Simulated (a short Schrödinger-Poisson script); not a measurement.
Stack: gated Al0.3Ga0.7As/GaAs modulation-doped gas in a quantum well, at 77 K.

```tsv
layer	material	thickness (nm)	Nd (cm⁻³)	Na (cm⁻³)
1	Al0.3Ga0.7As	10	-	-
2	Al0.3Ga0.7As	30	1.3e18	-
3	Al0.3Ga0.7As	2	-	-
4	GaAs	8	-	-
5	Al0.3Ga0.7As	4000	-	2e15
```

The device is made up for the run: typed textbook-type constants, with dimensions and the other settings drawn at random. Al0.3Ga0.7As: permittivity 12.05, conduction-band edge (eV) 0.237, gap (eV) 1.798, electron mass (mₑ) 0.0919, Nv at 300 K (cm⁻³) 9e18. GaAs: permittivity 12.9, conduction-band edge (eV) 0, gap (eV) 1.424, Nv at 300 K (cm⁻³) 9e18.

Channel valleys (confinement mass, in-plane density-of-states mass, number): Γ 0.067, 0.067, 1. At the gate the conduction-band edge of layer 1 lies 0.99 eV − eVg above the Fermi level of the channel; the field vanishes at the back. Donor level 0.02 eV below the band edge. The barrier under the gate holds no holes. Gaps are held at their typed values at every temperature. Mesh 0.08 nm at interfaces.

From a short Schrödinger-Poisson script (our own, NumPy): 1D Poisson equation in equilibrium, electrons quantum, Hartree plus LDA exchange-correlation (BenDaniel-Duke, 40 states a valley, the channel's in-plane mass for all, wave functions free to enter the barrier), parabolic valleys, classical holes, donors ionised by Fermi statistics, acceptors fully, no traps, pinning or gate leakage.

The same stack at other levels of the model or other numerical settings:

```csv
run,sheet density of all electrons at Vg = 0.5 V (cm⁻²),sheet density of all electrons at Vg = -0.5 V (cm⁻²),capacitance at Vg = 0.5 V (μF/cm²),centroid of the channel electrons at Vg = 0.5 V (nm),rough cost against the base
base,9.39e11,6.48e10,0.442,3.44,about 1
"electrons treated as classical, Boltzmann",1.27e12,?,0.439,1.04,0.02
"electrons treated as classical, Fermi-Dirac",9.49e11,9.83e10,0.442,?,0.08
"electrons treated as quantum, Hartree",8.79e11,?,0.442,3.47,0.7
mesh six times as coarse,9.39e11,6.44e10,0.442,3.42,0.2
one subband a valley,9.37e11,6.48e10,0.442,3.44,0.3
```

What belongs in the gaps?


- electrons treated as classical, Fermi-Dirac, centroid of the channel electrons at Vg = 0.5 V (nm): 3.04
- electrons treated as classical, Boltzmann, sheet density of all electrons at Vg = -0.5 V (cm⁻²): 1.10e11
- electrons treated as quantum, Hartree, sheet density of all electrons at Vg = -0.5 V (cm⁻²): 5.72e10

The classical rows ignore confinement, and Boltzmann statistics overrate the density once the band edge passes the Fermi level.
